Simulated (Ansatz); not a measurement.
Cost and result by functional for the surface energy of the (110) surface of zinc-blende CdS (a metastable polymorph) in its 1x1 cell (cut with top plane Cd + S, bottom plane Cd + S), outermost plane spacing 2.10 Å in the ideal cut, in Ansatz (plane waves, PAW). Single points on the PBE structure, on one kind of machine; costs are rough ratios of the slab run's core time (references not counted) to the cheapest single point. r2SCAN's cost holds its higher cutoff (500 against 420 eV). Differences are taken against HSE06 for comparison alone: no measured value is at hand, so the table doesn't rank accuracy. HSE06 ran on a coarser k-mesh, which lowers its cost and carries part of its shift.

Slab: 14 atoms, Cd7S7, 12.6 Å thick at the start; k 6x5x1, smearing 0.025 eV, dipole-corrected; all atoms relaxed; held to the start's symmetry, so lower structures may exist; no spin, no spin-orbit, no U. These notes are the PBE run's.

```json
[
 {"functional": "PBEsol", "relative cost": "1", "surface energy (J/m²)": "0.42", "less HSE06 (J/m²)": "0.02"},
 {"functional": "RPBE", "relative cost": "1", "surface energy (J/m²)": "0.27", "less HSE06 (J/m²)": "-0.13"},
 {"functional": "LDA", "relative cost": "1", "surface energy (J/m²)": "0.50", "less HSE06 (J/m²)": "0.10"},
 {"functional": "r2SCAN", "relative cost": "2", "surface energy (J/m²)": "0.46", "less HSE06 (J/m²)": "0.06"},
 {"functional": "HSE06", "relative cost": "20", "surface energy (J/m²)": "0.40", "less HSE06 (J/m²)": "0.00"},
 {"functional": "PBE (the relaxed run's value)", "relative cost": "–", "surface energy (J/m²)": "0.35", "less HSE06 (J/m²)": "-0.04"}
]
```

The values span 0.24 J/m², while the single points' costs differ by a factor of roughly 20. Differences are of unrounded values.

Ansatz is a first-principles code.
